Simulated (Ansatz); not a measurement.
BeTe 2H (hh) (a stacking that need not occur in nature), space group P6_3mc.

The geometry comes from a PBE relaxation.

```yaml
crystal:
  lattice:
    - [3.99037, 0.00000, 0.00000]
    - [-1.99518, 3.45576, 0.00000]
    - [0.00000, 0.00000, 6.58608]
  atoms:
    - { symbol: Be, position: [0.00000, 0.00000, 0.00069] }
    - { symbol: Te, position: [0.00000, 0.00000, 0.37431] }
    - { symbol: Be, position: [0.66667, 0.33333, 0.50069] }
    - { symbol: Te, position: [0.66667, 0.33333, 0.87431] }
```

Computed with HSE06 (plane waves to 420 eV, PAW; Ansatz, a quantum-chemistry and plane-wave program). Scalar-relativistic, without spin–orbit coupling; with elements this heavy it can move edges by tenths of an eV. Its k-point mesh 6×6×3, Fermi–Dirac width 0.01 eV. HSE06 ran on meshes of its own (6×6×3); its edges and gaps are taken over the mesh and over extra points off it, mostly where PBE has its edges.

Problem. List the levels next to the gap at (0.500, 0.000, 0.000) of this cell's own (folded) zone, from the top of the valence band (the table ends after a fixed count of bands, which can cut a degenerate set).

Solution. 
| band | E − E_v (eV) |
|---|---|
| v4 | -4.128 |
| v3 | -2.878 |
| v2 | -2.480 |
| v1 | -1.297 |
| c1 | 2.921 |
| c2 | 4.569 |
| c3 | 5.058 |
| c4 | 5.390 |
